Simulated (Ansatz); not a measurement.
Take Ir in the fcc (Cu type) structure (space group Fm-3m, No. 225; relaxed with 0.1 eV smearing) as the base.

```
CELL_PARAMETERS angstrom
      0.00000     1.90592     1.90592
      1.90592     0.00000     1.90592
      1.90592     1.90592     0.00000
ATOMIC_POSITIONS crystal
  Ir 0.00000 0.00000 0.00000
```

Cartesian axes are those of the cell as printed.

The values are results of DFT with LDA, PAW potentials and a 420 eV plane-wave cutoff in Ansatz (a quantum-chemistry and plane-wave program), scalar-relativistic without spin-orbit coupling, not measurements.

Modification: compressive biaxial strain of 1.50 % in the plane normal to [001], as in epitaxy on a mismatched substrate; the out-of-plane cell vector and the atoms relax.

Problem. What does the calculation give for the in-plane stress and out-of-plane strain after the change?

Solution. The mean in-plane stress (compression positive) is +11.7 GPa; the out-of-plane strain comes out as +1.24 %.

Stability against distortions was not tested. The final runs are not spin-polarised.
